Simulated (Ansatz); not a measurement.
WSi2: transverse stress against strain

WSi2 (MoSi2 type, I4/mmm, 13.362 Å³/atom and stress up to 0.01 GPa in the relaxed cell, c along z) under a strain ε along a (axis x), the other axes held. PBEsol in Ansatz, a plane-wave DFT program (PAW, default set), 420 eV, 25×25×25 Γ-centred mesh, Fermi-Dirac smearing 0.10 eV; ions are relaxed, or left where forces stay under 0.02 eV/Å, within the symmetry of each cell. Stress is positive for a compressed cell.

Here s stands for strain and y for stress zz.

| strain (%) | stress zz (GPa) |
|---|---|
| -1.50 | 1.59 |
| -1.00 | 1.04 |
| -0.50 | 0.51 |
| 0.00 | -0.01 |
| 0.50 | -0.51 |
| 1.00 | -0.99 |
| 1.50 | -1.45 |
| 3.00 | ? |

The 7 complete rows are fitted with a straight line, y against s. Means: s 0, y 0.026. About the means, the sum of products is -7.1000 and the sum of squares of s is 7.0000; the slope is their ratio. Least squares gives y = 0.026 - 1.0143·s. Residuals (row less fit): 0.043, 0.000, -0.023, -0.036, -0.029, -0.002, 0.045; standard error 0.036 (degrees of freedom: 5). The slope gives the elastic constant C13 = about 100 GPa.

Q: Predict the withheld y at s = 3.00 from the fit, and compare with the calculation.

A: y = 0.026 - 1.0143 × 3.0 = -3.017 GPa. The calculation gives -2.74 GPa, 0.277 GPa above the prediction (6.4 % of the range of y in the table). The row lies outside the fitted rows, so this is an extrapolation. From the scatter of the fitted rows alone, a prediction at this place has a standard error of 0.056 GPa, so the miss is 4.9 times that.

A polynomial of degree 2 through the 12 other runs of the series gives -2.72 there, so most of the miss is curvature that the fit leaves out. In a metal these values are sensitive to mesh and smearing; energies are taken to zero smearing, stresses follow the free energy. Spin-orbit coupling is left out, which can shift these values for the heavy elements here. Rows are the converged runs of the series near zero and its far end; series whose fitted rows scatter by over a few per cent of the range, as at a crossing or softening among them, aren't shown in this form, nor equations of state whose B0' disagrees with the runs' pressures. Most that stay on the fit to the last digits aren't either.
